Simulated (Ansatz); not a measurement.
System: interstitial Cu in diamond (charge state +1). The step: a direct jump of one Cu atom; the atom moves 1.55 Å along (-0.25, -0.25, 0.25) of the unit cell; the moving atom starts with neighbours 4 C at 1.74, 6 C at 1.92 Å and ends with 4 C at 1.74, 6 C at 1.92 Å. DFT values are from Ansatz (plane-wave PAW, 420 eV unless said) in a cell of 216 host sites, spin-restricted, static, with no finite-size correction. The host's phase is taken as given; its stability against other phases was not computed. The charge state is imposed; whether it is stable for some Fermi level was not computed. Sites that were not tried may lie lower. For the PBE band: the saddle point's order was not checked, and it lies on a symmetry element of the cell, where a band can be held.

```tsv
Level	Forward barrier (eV)	Cost of the band or of the saddle's single point
PBE, the Γ point alone, band relaxed	0.41	around 40 core-minutes (rough)
PBE, a 2×2×2 k-point mesh shifted by half a step, same geometries	0.37	around 10 core-minutes (rough)
r2SCAN at 500 eV, the Γ point alone, same geometries	0.39	roughly 2.9 core-minutes
HSE06, Γ point alone, same geometries	(withheld)	about 19 core-minutes (a rough figure)
```

Task: Fill in the missing entries.

Result: 
- HSE06, Γ point alone, same geometries, Forward barrier (eV): 0.49

Ansatz is a first-principles code.
